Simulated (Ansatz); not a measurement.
Seebeck coefficient (μV/K, mean over directions) of n-type monolayer ZrSe₂ against carrier density, Ansatz (a first-principles code) with PBE, rigid bands. Computed gap 0.50 eV; densities at which minority carriers matter at this gap, or further valleys turn the trend, are left out. Conductivity mass 0.39 mₑ (harmonic mean over directions), N_c = 2.1e13 cm⁻² at 300 K.

```json
[
 {"electron density": "1.9e10 cm⁻²", "300 K": "-774"},
 {"electron density": "1.9e11 cm⁻²", "300 K": "-575"},
 {"electron density": "5.7e11 cm⁻²", "300 K": "___"},
 {"electron density": "1.9e12 cm⁻²", "300 K": "-377"},
 {"electron density": "5.7e12 cm⁻²", "300 K": "-282"},
 {"electron density": "1.9e13 cm⁻²", "300 K": "-180"},
 {"electron density": "5.7e13 cm⁻²", "300 K": "___"},
 {"electron density": "1.9e14 cm⁻²", "300 K": "-31"}
]
```

### Question
Some entries are withheld; supply them.

### Answer

- 5.7e11 cm⁻², 300 K: -481
- 5.7e13 cm⁻², 300 K: -93

Rigid bands with a gap fixed in temperature, one relaxation time for all states, no polarons or phonon drag, and whether or not such doping can be reached. Spin-orbit coupling is left out.

Model free-standing layer, not matched to a measured one here: monolayer ZrSe2.
